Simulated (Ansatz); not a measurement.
Consider the formation energy of ZrC (rock salt, Fm-3m) from the elements. Reaction: C (graphite) + Zr (hcp) → ZrC (rock salt). The sign is products less reactants. The value is per atom of the solid.

ZrC (rock salt, Fm-3m), 2 atoms in the cell, k-point mesh 12×12×12 on the run's own vectors.
```xyz
2
Lattice="0.0000 2.3370 2.3370 2.3370 0.0000 2.3370 2.3370 2.3370 0.0000" Properties=species:S:1:pos:R:3 pbc="T T T"
Zr     0.0000     0.0000     0.0000
C      2.3370     2.3370     2.3370
```

C (graphite, P6₃/mmc), 4 atoms in the cell, k-point mesh 18×18×6 on the run's own vectors. Conventional cell: a = b = 2.4650 Å, c = 6.7411 Å, α = β = 90.00°, γ = 120.00°.

Zr (hcp, P6₃/mmc), 2 atoms in the cell, k-point mesh 24×24×12 on the run's own vectors. Conventional cell: a = 3.1828 Å, b = 3.1828 Å, c = 5.1207 Å, α = 90.00°, β = 90.00°, γ = 120.00°.

Computed with Ansatz (plane waves, PAW), its PAW set soft_1, cutoff 420 eV, 500 eV for r2SCAN. The structures are at rest with PBE+D3(BJ); other levels are single points on them. Neutral cells; Fermi-Dirac smearing of at most 0.10 eV in the solids, energies taken to zero width. The lattices are those relaxed with PBE+D3(BJ), so at other levels the solids can be strained, which adds to the spread. A dispersion term (D3(BJ), or D4 for r2SCAN) was computed beside these levels and is taken off wherever the name lacks it. No zero-point or thermal terms.

Q: What is the computed value (PBE)?

A: -0.87 eV/atom, for C (graphite) + Zr (hcp) → ZrC (rock salt).

Q: How does the value move with the functional?

A: 
| Method | value (eV/atom) | less PBE |
|---|---|---|
| r2SCAN | -1.01 | -0.14 |
| r2SCAN+D4 | -1.03 | -0.16 |

The levels span 0.16 eV/atom, from r2SCAN+D4 (-1.03) to PBE (-0.87).

Ansatz is a program for electronic structure.
